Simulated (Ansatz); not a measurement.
# CaIrO3: uniaxial strain ε_zz = +0.29 %

The parent structure is CaIrO$_{3}$ (space group Cmcm, No. 63; a = 3.1735 Å, b = 9.6710 Å, c = 7.2474 Å). Axes: x, y, z lie along a, b, c of the conventional cell.

It is then changed as follows: the cell is stretched by 0.29 % along z with no lateral relaxation; the atoms relax in the strained cell.

Calculations: PBEsol (Ansatz, a quantum-chemistry and plane-wave program), no spin-orbit coupling. k-mesh 15×15×7 (Γ-centred); smearing 0.05 eV (Fermi–Dirac).

The volume per atom rises by 0.03 Å³ to 11.15 Å³ and the shortest interatomic distance rises by 0.003 Å, from 1.958 Å to 1.961 Å. The energy is nearly the same and the band gap is still zero. The stress (xx, yy, zz, yz, xz, xy; compression positive) comes out as (-0.2, -0.4, -1.1, 0.0, 0.0, 0.0) GPa (rough).

Final structure:

```xyz
10
Lattice="1.5867 -4.8355 0.0000 1.5867 4.8355 0.0000 0.0000 0.0000 7.2685" Properties=species:S:1:pos:R:3 pbc="T T T"
Ca     1.5867     2.4005     1.8171
Ca     1.5867    -2.4005     5.4513
Ir     1.5867     0.0000     0.0000
Ir     1.5867     0.0000     3.6342
O      1.5867     3.6146     6.9116
O      1.5867    -3.6146     0.3568
O      1.5867    -3.6146     3.2774
O      1.5867     3.6146     3.9911
O      1.5867    -0.7375     1.8171
O      1.5867     0.7375     5.4513
```

Without a gap, meshes like the base's 15×15×7 leave anisotropic stresses uncertain by several tenths of a GPa, and small strain energies with them. Whether these cells are dynamically stable was not tested. No Hubbard U is applied, and correlation can decide whether such a compound is a metal. All final runs are without spin polarisation.
